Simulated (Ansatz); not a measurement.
Take FeCo in the CsCl type structure (space group Pm-3m, No. 221; ferromagnetic) as the base.

```
CELL_PARAMETERS angstrom
      2.80034     0.00000     0.00000
      0.00000     2.80034     0.00000
      0.00000     0.00000     2.80034
ATOMIC_POSITIONS crystal
  Fe 0.00000 0.00000 0.00000
  Co 0.50000 0.50000 0.50000
```

Computed with Kohn–Sham DFT with the PBEsol functional, run in Ansatz (an electronic-structure program) with PAW and 420 eV plane waves, spin-orbit coupling left out.

Base values:

| Quantity | Result |
|---|---|
| Lattice parameter a | 2.800 Å |

Modification: cell and atoms relaxed at a pressure of 1.8 GPa.

### Question
What happens to the lattice parameter a?

### Answer
The lattice parameter a shrinks by 0.0075 Å (2.800 Å → 2.793 Å).

Other magnetic orders, which the real material may have, were not ruled out. Load acts through the strain it causes; cell and atoms are relaxed under it. Whether these cells are dynamically stable was not tested.
